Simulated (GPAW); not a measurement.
## Input and output of a self-consistent single point for Yb (Fm-3m, 1 atom in the cell) (GPAW)

Computed with PBE, GPAW PAW datasets PBE (gpaw-data 1.0.1) (plane waves; GPAW 25.7.0).

Input:

```python
from ase import Atoms
from ase.units import GPa
from gpaw import GPAW

atoms = Atoms(['Yb'],
              cell=[[0.000000, 2.751871, 2.751871],
                    [2.751871, 0.000000, 2.751871],
                    [2.751871, 2.751871, 0.000000]],
              positions=[[0.000000, 0.000000, 0.000000]],
              pbc=True)

calc = GPAW(mode={'name': 'pw', 'ecut': 850},
            xc='PBE',
            kpts=(7, 7, 7),
            occupations={'name': 'fermi-dirac', 'width': 0.1},
            nbands=-7,
            convergence={'density': 1e-05},
            symmetry={'symmorphic': False, 'tolerance': 0.0005},
            maxiter=150)

atoms.calc = calc

energy = atoms.get_potential_energy()
print('Energy (eV):', round(energy, 6))
forces = atoms.get_forces()
print('Forces (eV/Ang):')
print(forces.round(5))
stress = atoms.get_stress()
print('Stress (GPa, Voigt):', (stress / GPa).round(4))
```

Output, abridged:

```
Input parameters:
  convergence: {density: 1e-05}
  kpts: [7 7 7]
  maxiter: 150
  mode: {ecut: 850,
         name: pw}
  nbands: -7
  occupations: {name: fermi-dirac,
                width: 0.1}
  symmetry: {symmorphic: False,
             tolerance: 0.0005}
  xc: PBE

species:
  Yb:
    name: Ytterbium
    Z: 70.0
    valence: 24
    core: 46
    charge: 0.0
    file: Yb.PBE.gz

    # Using partial waves for Yb as LCAO basis

Reference energy: -382585.272641  # eV

Spin-paired calculation

Convergence criteria:
 Maximum [total energy] change in last 3 cyles: 0.0005 eV / valence electron
 Maximum integral of absolute [dens]ity change: 1e-05 electrons / valence electron
 Maximum integral of absolute [eigenst]ate change: 4e-08 eV^2 / valence electron
 Maximum number of scf [iter]ations: 150

Symmetries present (total): 48
Symmetries with fractional translations: 0
343 k-points: 7 x 7 x 7 Monkhorst-Pack grid
20 k-points in the irreducible part of the Brillouin zone
       k-points in crystal coordinates                weights
   0:     0.00000000    0.00000000    0.00000000          1/343
   1:     0.14285714    0.14285714    0.00000000          6/343
   2:     0.14285714    0.14285714    0.14285714          8/343
   [... 7 lines left out ...]
          ...
  19:     0.42857143    0.42857143    0.42857143          8/343

Wave functions: Plane wave expansion
  Cutoff energy: 850.000 eV
  Number of coefficients (min, max): 2327, 2397
  Pulay-stress correction: 0.000000 eV/Ang^3 (de/decut=0.000000)

Occupation numbers: Fermi-Dirac:
  width: 0.1000  # eV

Eigensolver

Densities:
  Coarse grid: 27*27*27 grid
  Fine grid: 54*54*54 grid
  Total Charge: 0.000000

Density mixing:
  Method: separate
  Backend: pulay
  Linear mixing parameter: 0.05
  old densities: 5
  Damping of long wavelength oscillations: 50

Hamiltonian:
  XC and Coulomb potentials evaluated on a 54*54*54 grid
  External potential:
    NoExternalPotential

XC parameters: PBE with 2 nearest neighbor stencil

Number of atoms: 1
Number of atomic orbitals: 20
Number of bands in calculation: 19
Number of valence electrons: 24
Bands to converge: occupied

Density initialized from atomic densities
  19 bands from LCAO basis set

Atomic positions and initial magnetic moments

Positions:
   0 Yb     0.000000    0.000000    0.000000    ( 0.0000,  0.0000,  0.0000)

Unit cell:
           periodic     x           y           z      points  spacing
  1. axis:    yes    0.000000    2.751871    2.751871    27     0.1177
  2. axis:    yes    2.751871    0.000000    2.751871    27     0.1177
  3. axis:    yes    2.751871    2.751871    0.000000    27     0.1177

  Lengths:   3.891733   3.891733   3.891733
  Angles:   60.000000  60.000000  60.000000

Effective grid spacing dv^(1/3) = 0.1284

     iter     time        total  log10-change:
                         energy   eigst   dens
iter:   1 --:--:--    -4.765033
iter:   2 --:--:--    -1.440774   -0.60  -0.92
iter:   3 --:--:--    -1.342548   -2.86  -1.77
iter:   4 --:--:--    -6.160071   -0.54  -1.80
iter:   5 --:--:--    -1.182200   -0.71  -0.86
iter:   6 --:--:--    -1.193694   -2.16  -2.41
iter:   7 --:--:--    -1.176344   -3.57  -2.35
iter:   8 --:--:--    -1.184763   -4.06  -2.65
iter:   9 --:--:--    -1.186402c  -4.84  -2.49
iter:  10 --:--:--    -1.171360   -3.45  -2.50
iter:  11 --:--:--    -1.173717   -5.65  -3.10
iter:  12 --:--:--    -1.173856c  -6.23  -3.32
iter:  13 --:--:--    -1.174310c  -5.86  -3.42
iter:  14 --:--:--    -1.174393c  -6.83  -4.56
iter:  15 --:--:--    -1.174392c  -7.94c -4.61
iter:  16 --:--:--    -1.174377c  -7.82c -4.62
iter:  17 --:--:--    -1.174391c  -8.74c -5.05c

Converged after 17 iterations.

Dipole moment: (-0.000000, -0.000000, -0.000000) |e|*Ang

Energy contributions relative to reference atoms: (reference = -382585.272641)

Kinetic:        -25.045747
Potential:      +23.587897
External:        +0.000000
XC:              +0.089970
Entropy (-ST):   -0.094558
Local:           +0.240768
SIC:             +0.000000
--------------------------
Free energy:     -1.221670
Extrapolated:    -1.174391

Showing only first 2 kpts
 Kpt  Band  Eigenvalues  Occupancy
  0    10      4.86127    1.97783
  0    11      4.86127    1.97783
  0    12      8.03497    0.00000
  0    13      8.03497    0.00000

  1    10      4.84570    1.98100
  1    11      4.84709    1.98074
  1    12      7.38876    0.00000
  1    13      8.31647    0.00000

Fermi level: 5.31039

No gap
No difference between direct/indirect transitions
Energy (eV): -1.174391

Forces in eV/Ang:
  0 Yb    0.00000   -0.00000   -0.00000

Stress tensor:
     0.012526    -0.000000     0.000000
    -0.000000     0.012526     0.000000
     0.000000     0.000000     0.012526
Stress (GPa, Voigt): [ 2.0069  2.0069  2.0069  0.      0.     -0.    ]
```

The run converged in 17 iterations. GPAW prints stress with tension positive.

The starting cell comes from a database of computed structures (which also holds hypothetical and non-ambient phases and stackings), without a prior relaxation at this level. Its lattice was rescaled by a random factor within 2.5 % of one. Spin-orbit coupling is off. Spin polarisation is off.

Cost on one core of a shared machine: roughly 30 s.
